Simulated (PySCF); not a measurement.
PySCF 2.14.0, PBE/def2-svp, df: Sn(OH)(OMe) (C[O][Sn][OH]), 8 atoms. The geometry is a generated start, not checked to be a minimum at this level.

```
Item                                                Result
-------------------------  -------------------------------
task                                                energy
method                                                 pbe
basis                                             def2-svp
two-electron scheme                        density fitting
mol.max_memory                                     3000 MB
mf.max_cycle                                           100
mf.init_guess                              minao (default)
mf.conv_tol                                1e-09 (default)
mf.grids.level                                 3 (default)
effective core potentials  those of the basis set, past Kr
basis functions                                         88
grid points                                         103472
```

```xyz
8

Sn    -0.4317     0.4389     2.1299
O     -1.7667     1.5164     1.0201
H     -1.8237     1.4846     0.0653
O      0.6171    -0.5221     0.6848
C      0.8070    -0.6903    -0.6974
H      0.8938     0.2732    -1.2074
H      1.7302    -1.2564    -0.8569
H     -0.0261    -1.2442    -1.1384
```

With the defaults (mf.DIIS = CDIIS, mf.diis = true, mf.level_shift = 0, mf.damp = 0, mf.diis_start_cycle = 1, mf.diis_space = 8) it converges in 16 Fock builds. One run each on 2 threads, 1 BLAS thread, with these changes:
- mf.diis = false
- mf.level_shift = 0.3 Hartree
- mf.level_shift = 0.1 Hartree
- mf.DIIS = EDIIS
- mf.level_shift = 1 Hartree
- mf.diis_space = 5
- mf.diis_space = 12
- mf.damp = 0.7, mf.diis_start_cycle = 8
- mf.diis = false, mf.damp = 0.7, mf.diis_start_cycle = 999

**Question.** Which of these changes keep the SCF from converging, or lead it to another solution?

**Answer.** No convergence: mf.DIIS = EDIIS; mf.diis = false (the run ends without SCF convergence in 100 cycles). The rest reach the solution of the defaults.

```json
[
 {"setting": "the defaults", "Fock builds": "16", "end": "same solution"},
 {"setting": "mf.level_shift = 0.1 Hartree", "Fock builds": "16", "end": "same solution"},
 {"setting": "mf.diis_space = 5", "Fock builds": "16", "end": "same solution"},
 {"setting": "mf.diis_space = 12", "Fock builds": "16", "end": "same solution"},
 {"setting": "mf.damp = 0.7, mf.diis_start_cycle = 8", "Fock builds": "18", "end": "same solution"},
 {"setting": "mf.level_shift = 0.3 Hartree", "Fock builds": "24", "end": "same solution"},
 {"setting": "mf.diis = false, mf.damp = 0.7, mf.diis_start_cycle = 999", "Fock builds": "26", "end": "same solution"},
 {"setting": "mf.level_shift = 1 Hartree", "Fock builds": "60", "end": "same solution"},
 {"setting": "mf.DIIS = EDIIS", "Fock builds": "101", "end": "no convergence"},
 {"setting": "mf.diis = false", "Fock builds": "101", "end": "no convergence"}
]
```
